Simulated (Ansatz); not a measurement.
Calculation: PBE (plane waves to 420 eV, PAW; Ansatz, an electronic-structure program).

Electrostatic potential energy of an electron, averaged over planes parallel to the surface, in eV from the Fermi level, for H on the 1x1 (111) surface of fcc Al, one in a 1x1 cell, started at the site 'top Al':

```
z (Å)  V (eV)
-----  ------
5.30     4.18
5.59     4.18
5.89     4.18
6.18     4.18
6.48     4.17
6.77     4.15
7.07     4.12
7.36     4.05
7.66     3.90
7.95     3.60
8.24     2.97
8.54     1.71
8.83    -0.78
9.13    -4.68
9.42    -6.85
9.72    -7.25
10.01   -7.09
10.31   -5.74
10.60   -2.38
10.89   -0.44
11.19   -1.57
11.48   -5.00
11.78   -7.00
12.07   -7.38
12.37   -7.15
12.66   -5.64
12.96   -2.22
13.25   -0.44
13.54   -1.74
13.84   -5.16
14.13   -6.99
14.43   -7.31
14.72   -7.09
15.02   -5.53
15.31   -2.20
15.61   -0.77
15.90   -2.60
16.19   -5.84
16.49   -7.20
16.78   -7.45
17.08   -6.84
17.37   -4.04
17.67    0.29
17.96    2.20
18.26    1.25
18.55    2.68
18.84    4.78
19.14    5.45
19.43    5.72
19.73    5.83
20.02    5.88
20.32    5.90
20.61    5.90
20.91    5.91
21.20    5.91
21.49    5.91
21.79    5.91
22.08    5.91
22.38    5.91
22.67    5.91
```

Model: 5-atom slab, 7.0 Å thick at the start under the adsorbate (thin: gaps and levels are the slab's own), 12x12x1 mesh, Fermi-Dirac 0.1 eV, dipole correction, 2 atoms held, the rest relaxed; held to the start's symmetry, so lower structures may exist; no spin, no spin-orbit, no U, no dispersion correction. At the end it is bonded to Al. In PBE this state lies 0.06 eV over the lowest of the starts that converged ('bridge Al-Al (span 2.9 Å)').

Task: The surface cell has an area of 7.07 Å². What dipole along the normal does the step between the two vacuum levels imply?

Result: the top vacuum level lies 1.72 eV above the bottom one; p = −ε₀ A ΔV (ε₀ = 0.005526 e/(V·Å)) gives -0.07 e·Å a cell.
